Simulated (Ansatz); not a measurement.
ZnSiAs2 (I-42d, No. 122, 8 atoms in the cell; start mp-3595), treated with PBE0 in Ansatz (PAW).

Settings: plane-wave cutoff 460 eV, 6×6×6 k mesh, Fermi–Dirac smearing 0.01 eV, scalar-relativistic PAW data made under PBE.

Cell (relaxed with PBEsol):

Space group I-42d (No. 122); a = b = 5.586 Å, c = 10.914 Å, α = β = γ = 90.00°

```json
[
 {"atom": "Zn", "site": "4a", "symmetry": "-4..", "x": "0.0000", "y": "0.0000", "z": "0.0000"},
 {"atom": "Si", "site": "4b", "symmetry": "-4..", "x": "0.0000", "y": "0.0000", "z": "0.5000"},
 {"atom": "As", "site": "8d", "symmetry": ".2.", "x": "0.2606", "y": "0.2500", "z": "0.1250"}
]
```
(The calculation used a cell of 8 atoms; values per cell refer to that cell.)

Q: Estimate the band gap that the calculation returns.

A: 
* **band gap**: 2.38 eV (on the SCF k mesh) (direct)

Note: cell and atoms aren't relaxed at this level (pressure 1.1 GPa).

Spin–orbit coupling is not included.

The computed numbers hold no vibrational or temperature effects.

It cost around 23 core-minutes (rough) of CPU time.

A start named mp-… is a Materials Project structure, which need not be a measured phase.

Ansatz is an electronic-structure program.
